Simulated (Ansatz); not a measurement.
Take SnO in the litharge type structure (space group P4/nmm, No. 129; a = 3.8362 Å, c = 4.7574 Å; layered, stacked along the Cartesian z axis) as the base.

(Cell as relaxed with PBE-D3(BJ).)

Levels (all Ansatz, a quantum-chemistry and plane-wave program, PAW, earlier PAW set): PBE-D3(BJ) (420 eV, scalar-relativistic without spin-orbit coupling); r2SCAN+rVV10 (500 eV, scalar-relativistic without spin-orbit coupling).

Each level relaxes its own structure.

```json
[
 {"base": "volume per atom", "PBE-D3(BJ)": "17.50 Å³", "r2SCAN+rVV10": "17.13 Å³"},
 {"base": "lattice parameter a", "PBE-D3(BJ)": "3.836 Å", "r2SCAN+rVV10": "3.793 Å"},
 {"base": "band gap", "PBE-D3(BJ)": "zero", "r2SCAN+rVV10": "zero"}
]
```

Now apply this change: a free-standing slab of 3 layers (12 atoms, 4 a layer) is cut normal to the stacking axis, with 15 Å of vacuum and the in-plane cell relaxed.

```csv
quantity,PBE-D3(BJ),r2SCAN+rVV10
shortest interatomic distance,2.240 Å,2.213 Å
thickness between the outermost nuclei,11.93 Å,11.91 Å
in-plane lattice parameter a,3.831 Å,3.780 Å
excess energy per area of both faces (slab less bulk energy over the cell's area: twice a surface energy) (uncertain by up to 0.1 J/m²),0.6 J/m²,0.5 J/m²
```

PBE-D3(BJ)'s shortest interatomic distance lies 0.027 Å above r2SCAN+rVV10's (1.2 %); PBE-D3(BJ)'s thickness between the outermost nuclei lies 0.028 Å above r2SCAN+rVV10's; PBE-D3(BJ)'s in-plane lattice parameter a lies 0.051 Å above r2SCAN+rVV10's. Neither level is exact; r2SCAN+rVV10 is the comparison here, not a measurement.

Slab and bulk use different k-meshes, which limits the precision of the excess energy. Stability against distortions was not tested. All final runs are without spin polarisation. A zero or small gap of SnO can be the functional's error rather than a property of the material.
